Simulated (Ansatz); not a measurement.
MgO (Fm-3m), r2SCAN, rigid bands run with Ansatz (an electronic-structure program): Condition of this run: hydrostatic pressure 5 GPa (the target of the relaxation). band gap 5.98 eV, N_c = 5.93e18 cm⁻³ and N_v = 2.74e20 cm⁻³ at 300 K, conductivity masses of 0.382 mₑ (electrons) and 2.23 mₑ (holes). Take k_BT = 0.02585 eV.

Q: What thermal injection velocity √(2k_BT/πm) limits a ballistic channel?

A: 8.70e6 cm/s for electrons and 3.60e6 cm/s for holes, a ratio of √(m_h/m_e) = 2.42, for dilute carriers.

Q: A film of it is 2 nm thick. Estimate the confinement energies in an infinite well.

A: ħ²π²/(2m t²) = 0.376 eV·nm²/(m/mₑ × t²) gives 246 meV for electrons and 42.2 meV for holes, so the gap would widen to about 6.27 eV. Finite barriers and nonparabolic bands lower this, and with several valleys or bands the heaviest mass along the normal sets the lowest level, not this average.

Q: Find the intrinsic carrier density and the intrinsic Fermi level.

A: n_i = √(N_c N_v) exp(−E_g/2k_BT) = 4.03e19 × exp(−115.66) = 2.4e-31 cm⁻³. The level lies (k_BT/2) ln(N_v/N_c) = 50 meV from mid-gap (positive towards the conduction band). Each 0.1 eV added to the gap lowers n_i by a factor of 6.9.

Rigid, parabolic bands with the computed gap; masses take one relaxation time for all states. Spin-orbit coupling is left out.
